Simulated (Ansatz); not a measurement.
We consider BBi (model structure, started from the zincblende type, F-43m, No. 216, 2 atoms in the cell), described by PBE-D3(BJ) (Ansatz, a quantum-chemistry and plane-wave program, plane waves, PAW).

Run with plane-wave cutoff 520 eV, 18×18×18 k mesh, Fermi–Dirac smearing 0.05 eV, scalar-relativistic PAW data made under PBE.

Cell (relaxed at this level):

```cif
data_BBi
_chemical_formula_sum 'Bi1 B1'
_space_group_name_H-M_alt 'P 1'
_space_group_IT_number 1
_cell_length_a 3.86297
_cell_length_b 3.86297
_cell_length_c 3.86297
_cell_angle_alpha 60.000
_cell_angle_beta 60.000
_cell_angle_gamma 60.000
loop_
_space_group_symop_operation_xyz
  'x, y, z'
loop_
_atom_site_label
_atom_site_type_symbol
_atom_site_fract_x
_atom_site_fract_y
_atom_site_fract_z
_atom_site_occupancy
Bi1 Bi 0.75000 0.75000 0.75000 1
B1 B 0.00000 0.00000 0.00000 1
```

Q: What does this level give for the band gap?

A: 
band gap: 0.40 eV (on the SCF k mesh)

Note: the relaxation could raise the start's symmetry but not lower it, so the cell can be a saddle point.

Spin–orbit coupling is not included; with these elements it can move the gap by several tenths of an eV or more.

The computed numbers hold no vibrational or temperature effects.

A model structure was made by putting elements into a prototype or built by hand; it is no filed structure, need not be a known phase, and can be a saddle point held by its symmetry.
